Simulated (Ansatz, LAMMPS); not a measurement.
# Si well of 21 atomic layers along [001] in random Si0.8Ge0.2, interfaces graded over 8 layers

Cell 16.58 × 16.58 × 65.86 Å, Si759Ge105, 864 atoms. Prepared with Tersoff's 1989 multicomponent potential (SiCGe.tersoff) (LAMMPS): minimisation. 

That structure was relaxed on with Ansatz (an electronic-structure program) with PBE, support functions at accuracy medium on the grid of 370 eV. Basis: localised support functions (accuracy medium) on a full density matrix. k-points: zone centre alone; occupations: Fermi-Dirac, 0.010 eV; spin polarisation not allowed. Spin-orbit coupling is left out.

**Question.** What does DFT change in the classical structure?

**Answer.** The energy falls by 0.2 meV an atom over 3 steps; atoms move by 0.009 Å root mean square, 0.03 Å at most.
| quantity | classical minimum | after DFT steps |
|---|---|---|
| 4-fold atoms (%) | 100.0 | 100.0 |
| spread of bond angles (°) | 0.8 | 0.9 |
